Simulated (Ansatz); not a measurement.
Consider CaF2 in the fluorite structure (space group Fm-3m, No. 225; a = 5.439 Å).

Method: r2SCAN (Ansatz, a quantum-chemistry and plane-wave program; PAW; 500 eV plane waves; scalar-relativistic without spin-orbit coupling).

Before the change:

The shortest interatomic distance is 2.355 Å and the band gap is 8.03 eV. The smallest direct gap is 8.29 eV and the gap character comes out as indirect, X → Γ. The electron mass is 0.56 mₑ (at Γ).

Modification: full substitution Ca → Ba; the structure is relaxed again.

Tabulated Pauling electronegativity and covalent radius: Ca 1.00, 1.76 Å; Ba 0.89, 2.15 Å.

Task: What does the calculation give for the shortest interatomic distance after the change?

Result: The shortest interatomic distance grows by 0.327 Å, from 2.355 Å to 2.682 Å.

Task: Estimate the effect on the band gap.

Result: The band gap falls by 0.62 eV, from 8.03 eV to 7.41 eV.

Task: How does this affect the smallest direct gap?

Result: The smallest direct gap decreases by 0.78 eV, from 8.29 eV to 7.51 eV.

Task: How does this affect the gap character?

Result: The gap character goes from indirect, X → Γ to indirect, K–Γ (36 % along) → Γ.

Task: What happens to the electron mass?

Result: The electron mass goes from 0.56 mₑ (at Γ) to 0.50 mₑ (at Γ).

Masses are band curvatures over ±0.01 Å⁻¹ around the edge. No phonon test of stability was made.
